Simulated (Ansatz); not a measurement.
We consider Si3N4 (P6₃/m, No. 176), described by PBE in Ansatz (PAW).

Numerical settings: plane-wave cutoff 520 eV, 6×6×12 k mesh (along the axes of the cell as run), Fermi–Dirac smearing 0.01 eV, scalar-relativistic PAW data made under PBE.

Computed at the level's own relaxed cell.

### Question
Predict the lattice parameter a and lattice parameter c.

### Answer

- lattice parameter a = 7.663 Å
- lattice parameter c = 2.926 Å

Cost on a shared machine: around 2.2 core-minutes (rough).

Ansatz is a quantum-chemistry and plane-wave program.
